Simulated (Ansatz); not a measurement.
**SiTe₂ (model structure, started from the CdCl2 type, R-3m, No. 166, 3 atoms in the cell): properties by level of theory**

| level (code) | lattice constant a (Å) | c axis length (Å) | cohesive energy (eV/atom) |
|---|---|---|---|
| LDA (Ansatz) | ? | 18.045 | 3.92 |
| PBE (Ansatz) | 3.795 | 22.817 | 3.08 |
| PBE-D3(BJ) (Ansatz) | 3.814 | ? | 3.49 |
| r²SCAN (Ansatz) | ? | ? | 3.02 |

### Question
Fill in the missing entries.

### Answer

- LDA (Ansatz, an electronic-structure program), lattice constant a (Å): 3.804
- PBE-D3(BJ) (Ansatz), c axis length (Å): 18.277
- r²SCAN (Ansatz), lattice constant a (Å): 3.799
- r²SCAN (Ansatz), c axis length (Å): 21.419

Ansatz's density-functional and Hartree–Fock values are scalar-relativistic unless marked +SOC, with PAW data made under PBE.

Free atoms are spin-polarised, in the lowest state found; at levels without +SOC their spin–orbit coupling is left out.

A model structure was made by putting elements into a prototype or built by hand; it is no filed structure, need not be a known phase, and can be a saddle point held by its symmetry.
